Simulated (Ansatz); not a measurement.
CdSe (model structure, started from the tenorite type, C2/c, No. 15, 4 atoms in the cell): equilibrium volume per atom by level of theory

No measured value is used here.

```csv
level (code),value (Å³/atom)
PBE (Ansatz),23.89
PBEsol (Ansatz),?
PBE-D3(BJ) (Ansatz),22.69
```

Q: Complete the blanks.

A: 
- PBEsol (Ansatz, an electronic-structure program), value (Å³/atom): 22.40

Ansatz's density-functional and Hartree–Fock values are scalar-relativistic unless marked +SOC, with PAW data made under PBE.

A model structure was made by putting elements into a prototype or built by hand; it is no filed structure, need not be a known phase, and can be a saddle point held by its symmetry.
